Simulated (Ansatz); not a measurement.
# Effect of pressure −2 GPa on WC

Base system: WC (space group P-6m2, No. 187; a = 2.9219 Å, c = 2.8471 Å).

Perturbation: hydrostatic tension (pressure −2 GPa).

Level of theory: plane-wave PAW DFT at the PBE level (Ansatz, a program for electronic structure, 420 eV), no spin-orbit coupling. Γ-centred 18×18×16 mesh, Fermi–Dirac width 0.05 eV.

The volume per atom increases by 0.06 Å³, from 10.52 Å³ to 10.58 Å³ and the density drops by 0.08 g/cm³ to 15.37 g/cm³. The lattice parameter a grows by 0.0056 Å, from 2.922 Å to 2.927 Å and the c/a ratio stays 0.974. The shortest interatomic distance grows by 0.004 Å to 2.211 Å and the enthalpy H = E + PV relative to the base's energy comes out as -0.13 eV/atom. The band gap is still zero.

Load acts through the strain it causes; cell and atoms are relaxed under it. Whether these cells are dynamically stable was not tested. All final runs are without spin polarisation.
